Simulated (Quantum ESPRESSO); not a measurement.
Quantum ESPRESSO run on Al₂Cu (I4/mcm, 6 atoms in the cell): self-consistent single point.

Method of the run: PBEsol, PSlibrary ultrasoft (PBE) pseudopotentials (plane waves; Quantum ESPRESSO).

```
Al2Cu
1.0
    2.98241    -2.98241     2.37957
    2.98241     2.98241     2.37957
   -2.98241    -2.98241     2.37957
Al Cu
4 2
Direct
  0.50000   0.65861   0.84139
  0.50000   0.34139   0.15861
  0.18278   0.15861   0.65861
  0.81722   0.84139   0.34139
  0.00000   0.25000   0.25000
  0.00000   0.75000   0.75000
```

Reference input (self-consistent single point, DFT, PBEsol, plane waves, PSlibrary ultrasoft (PBE) pseudopotentials): ecutwfc = 50 Ry; ecutrho = 300 Ry; occupations = smearing; smearing = mp; degauss = 0.019992 Ry; input_dft = pbesol; potentials = {Al: Al.pbe-n-rrkjus_psl.1.0.0.UPF, Cu: Cu.pbe-dn-rrkjus_psl.1.0.0.UPF}; K_POINTS = automatic 9 9 9 1 1 1; conv_thr = 1e-10 Ry; mixing_beta = 0.4. This run's input differs from it in these lines:

```diff
@@ -14,4 +14,4 @@
   ntyp = 2
-  ecutwfc = 50
-  ecutrho = 300
+  ecutwfc = 25
+  ecutrho = 150
   occupations = 'smearing'
```

Output, abridged:

```
     Self-consistent Calculation

     iteration #  1     ecut=    25.00 Ry     beta= 0.40

     total energy              =    -264.08148782 Ry
     estimated scf accuracy    <       1.04919263 Ry

     iteration #  2     ecut=    25.00 Ry     beta= 0.40

     total energy              =    -264.44625784 Ry
     estimated scf accuracy    <       1.01502031 Ry

     iteration #  3     ecut=    25.00 Ry     beta= 0.40

     total energy              =    -264.49420320 Ry
     estimated scf accuracy    <       0.07339604 Ry

   [... 10 blocks of this kind left out ...]

     iteration # 14     ecut=    25.00 Ry     beta= 0.40

     total energy              =    -264.54106635 Ry
     estimated scf accuracy    <          1.2E-10 Ry

     iteration # 15     ecut=    25.00 Ry     beta= 0.40
     End of self-consistent calculation

     the Fermi energy is     9.8828 ev

!    total energy              =    -264.54106635 Ry
     estimated scf accuracy    <          4.6E-11 Ry
     smearing contrib. (-TS)   =       0.00000688 Ry
     internal energy E=F+TS    =    -264.54107323 Ry

     convergence has been achieved in  15 iterations

     Forces acting on atoms (cartesian axes, Ry/au):

     atom    1 type  1   force =    -0.00005766   -0.00005766    0.00000000
     atom    2 type  1   force =     0.00005766    0.00005766    0.00000000
     atom    3 type  1   force =     0.00005766   -0.00005766    0.00000000
     atom    4 type  1   force =    -0.00005766    0.00005766    0.00000000
     atom    5 type  2   force =     0.00000000    0.00000000    0.00000000
     atom    6 type  2   force =     0.00000000    0.00000000    0.00000000

     Total force =     0.000163     Total SCF correction =     0.000002

          total   stress  (Ry/bohr**3)                   (kbar)     P=     -364.71
  -0.00249530   0.00000000   0.00000000         -367.07        0.00        0.00
   0.00000000  -0.00249530  -0.00000000            0.00     -367.07       -0.00
   0.00000000  -0.00000000  -0.00244709            0.00       -0.00     -359.98

   JOB DONE.
```

The run converged in 15 iterations. Against the reference run the free energy rises by 557 meV/atom, the pressure goes from 2.60 to -36.47 GPa and the largest force hardly changes (0.005 to 0.002 eV/Å).

The starting cell comes from a database of computed structures (which also holds hypothetical and non-ambient phases and stackings), without a prior relaxation at this level. Its lattice was rescaled by a random factor within 2.5 % of one. Spin polarisation is off. At the lowered cutoff the pressure carries the error of an incomplete plane-wave basis.

Cost on one core of a shared machine: roughly 50 s.
